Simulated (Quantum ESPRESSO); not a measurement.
Quantum ESPRESSO run on CaMg3 (P-6m2, 4 atoms in the cell): self-consistent single point.

Computed with PBEsol, SSSP 1.1.2 efficiency (PBE) pseudopotentials (plane waves; Quantum ESPRESSO).

The change in words: lattice scaled by 0.98. Reference geometry:
```
CELL_PARAMETERS angstrom
      3.40907     0.00000     0.00000
     -1.70453     2.95234     0.00000
      0.00000     0.00000    10.88068
ATOMIC_POSITIONS crystal
  Ca 0.00000 0.00000 0.50000
  Mg 0.00000 0.00000 0.00000
  Mg 0.66667 0.33333 0.76455
  Mg 0.66667 0.33333 0.23545
```

Reference input (self-consistent single point, DFT, PBEsol, plane waves, SSSP 1.1.2 efficiency (PBE) pseudopotentials): ecutwfc = 40 Ry; ecutrho = 320 Ry; occupations = smearing; smearing = gaussian; degauss = 0.0073499 Ry; input_dft = pbesol; potentials = {Ca: Ca_pbe_v1.uspp.F.UPF, Mg: Mg.pbe-n-kjpaw_psl.0.3.0.UPF}; K_POINTS = automatic 9 9 3 0 0 0; conv_thr = 1e-11 Ry; mixing_beta = 0.7. This run's input differs from it in these lines:

```diff
@@ -10,4 +10,4 @@
     ibrav = 4,
-    A = 3.409069871,
-    C = 10.880680000,
+    A = 3.340888570,
+    C = 10.663066000,
     nat = 4,
@@ -29,6 +29,6 @@
 ATOMIC_POSITIONS {angstrom}
-Ca    0.000000000    0.000000000    5.440340000
+Ca    0.000000000    0.000000000    5.331533000
 Mg    0.000000000    0.000000000    0.000000000
-Mg    1.704534935    0.984113704    8.318823894
-Mg    1.704534935    0.984113704    2.561856106
+Mg    1.670444285    0.964431458    8.152447110
+Mg    1.670444285    0.964431458    2.510618890
 K_POINTS {automatic}
```

Log, with long lists cut:

```
     Self-consistent Calculation

     iteration #  1     ecut=    40.00 Ry     beta= 0.70

     total energy              =    -172.42139187 Ry
     estimated scf accuracy    <       0.73399181 Ry

     iteration #  2     ecut=    40.00 Ry     beta= 0.70

     total energy              =    -172.28377306 Ry
     estimated scf accuracy    <      12.80243462 Ry

     iteration #  3     ecut=    40.00 Ry     beta= 0.70

     total energy              =    -172.97531886 Ry
     estimated scf accuracy    <       0.91829573 Ry

   [... 10 blocks of this kind left out ...]

     iteration # 14     ecut=    40.00 Ry     beta= 0.70

     total energy              =    -173.01256702 Ry
     estimated scf accuracy    <          9.4E-10 Ry

     iteration # 15     ecut=    40.00 Ry     beta= 0.70
     End of self-consistent calculation

     the Fermi energy is     4.4362 ev

!    total energy              =    -173.01256702 Ry
     estimated scf accuracy    <          2.4E-12 Ry
     smearing contrib. (-TS)   =      -0.00139124 Ry
     internal energy E=F+TS    =    -173.01117578 Ry

     convergence has been achieved in  15 iterations

     Forces acting on atoms (cartesian axes, Ry/au):

     atom    1 type  1   force =     0.00000000   -0.00000000    0.00000000
     atom    2 type  2   force =     0.00000000   -0.00000000    0.00000000
     atom    3 type  2   force =     0.00000000   -0.00000000    0.00006988
     atom    4 type  2   force =     0.00000000    0.00000000   -0.00006988

     Total force =     0.000099     Total SCF correction =     0.000001

          total   stress  (Ry/bohr**3)                   (kbar)     P=       11.53
   0.00009627  -0.00000000  -0.00000000           14.16       -0.00       -0.00
  -0.00000000   0.00009627  -0.00000000           -0.00       14.16       -0.00
  -0.00000000  -0.00000000   0.00004265           -0.00       -0.00        6.27

   JOB DONE.
```

The run converged in 15 iterations. Against the reference run the free energy rises by 2.7 meV/atom, the pressure goes from -0.55 to 1.15 GPa and the largest force hardly changes (0.001 to 0.002 eV/Å).

The starting cell comes from a database of computed structures (which also holds hypothetical and non-ambient phases and stackings), without a prior relaxation at this level. For this run, on top of that: lattice scaled by 0.98.

Cost on one core of a shared machine: roughly 30 s.
